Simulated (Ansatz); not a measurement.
**CdTe, response to strain**

Base system: CdTe in the zinc blende structure (space group F-43m, No. 216).

```
CELL_PARAMETERS angstrom
      0.00000     3.24436     3.24436
      3.24436     0.00000     3.24436
      3.24436     3.24436     0.00000
ATOMIC_POSITIONS crystal
  Cd 0.00000 0.00000 0.00000
  Te 0.25000 0.25000 0.25000
```

Cartesian axes are those of the cell as printed.

Strains are applied to the cell and any free atomic positions relax.

Level of theory: PBEsol (Ansatz, a quantum-chemistry and plane-wave program), scalar-relativistic without spin-orbit coupling.

Notes on the quantities. energy relative to the base: free energy F; pressure: mean of the normal stresses, compression positive.

```csv
variant,energy relative to the base,volume per atom,largest internal atomic displacement,pressure
base,0 meV/atom,34.15 Å³,–,0.01 GPa
tensor shear ε_xy = +2.00 %,+3.4 meV/atom,34.14 Å³,0.026 Å,0.00 GPa
tensor shear ε_xy = +0.57 %,+0.3 meV/atom,34.15 Å³,–,0.01 GPa
tensor shear ε_xy = +0.86 %,…,34.15 Å³,…,0.01 GPa
tensor shear ε_xy = +1.71 %,+2.5 meV/atom,34.14 Å³,0.022 Å,0.00 GPa
tensor shear ε_xy = +1.43 %,+1.7 meV/atom,34.14 Å³,0.019 Å,0.01 GPa
tensor shear ε_xy = +1.14 %,+1.1 meV/atom,34.15 Å³,0.015 Å,0.01 GPa
```

Question: Some entries are withheld; estimate them.

Answer: 
- tensor shear ε_xy = +0.86 %, energy relative to the base: +0.6 meV/atom
- tensor shear ε_xy = +0.86 %, largest internal atomic displacement: 0.011 Å

Stability against distortions was not tested.
